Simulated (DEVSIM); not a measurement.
System: illuminated Si n-on-p cell, one wavelength, with a back-surface field, at 400 K.

```
layer (left to right)  material  thickness (μm)  Nd (cm⁻³)  Na (cm⁻³)   τn (s)   τp (s)  absorption coefficient (cm⁻¹)
---------------------  --------  --------------  ---------  ---------  -------  -------  -----------------------------
1                            Si           0.180     7.1e17          -   3.9e-5   2.5e-5                          13000
2                            Si            22.0          -     1.4e16  0.00065  0.00065                          13000
3                            Si           0.350          -     2.6e18  0.00065  0.00065                          13000
```

Left contact: ohmic, minority hole recombination velocity 2e6 cm/s. Right contact: ohmic, minority electron recombination velocity 8e6 cm/s. Voltage is applied to the left contact. Recombination: SRH at mid-gap, radiative, Auger. Light enters at the left, 1.2e17 photons cm⁻² s⁻¹, one pass, no reflection. Mobility is constant in doping.

The device is made up for the run: typed textbook-type constants, with dimensions and the other settings drawn at random. Values at 300 K; Nc and Nv go as T^1.5, mobilities as T to minus their exponent, the gap by Varshni's rule with the affinity fixed.

| parameter | Si |
|---|---|
| gap (eV) | 1.124 |
| affinity (eV) | 4.05 |
| permittivity | 11.7 |
| Nc (cm⁻³) | 2.86e19 |
| Nv (cm⁻³) | 3.1e19 |
| μn (cm²/Vs) | 1417 |
| μp (cm²/Vs) | 470 |
| T exponent of μn | 2.3 |
| T exponent of μp | 2.2 |
| B (cm³/s) | 4.7e-15 |
| Cn (cm⁶/s) | 2.8e-31 |
| Cp (cm⁶/s) | 9.9e-32 |
| Varshni α (eV/K) | 0.000473 |
| Varshni β (K) | 636 |

Simulated with DEVSIM: 1D drift-diffusion, Boltzmann statistics, complete ionisation; no tunnelling, impact ionisation, image-force lowering or self-heating.

The thickness of layer 3 was swept, all else fixed.

| thickness of layer 3 (μm) | share of generated pairs collected at short circuit | largest power (mW/cm²) | dark forward voltage at 1 A/cm² (V) | short-circuit current (mA/cm²) |
|---|---|---|---|---|
| 0.07 | 0.904 | 3.18 | 0.422 | 17.4 |
| 0.12 | 0.906 | 3.23 | 0.425 | 17.4 |
| 0.21 | 0.908 | 3.29 | 0.429 | 17.5 |
| 0.35 | 0.910 | 3.34 | 0.432 | 17.5 |
| 0.59 | 0.911 | 3.39 | 0.436 | 17.5 |
| 1 | 0.913 | 3.43 | 0.439 | 17.6 |
| 1.8 | 0.914 | 3.47 | 0.441 | 17.6 |

From the first row to the last the share of generated pairs collected at short circuit goes from 0.904 to 0.914. From the first row to the last the largest power goes from 3.18 to 3.47.
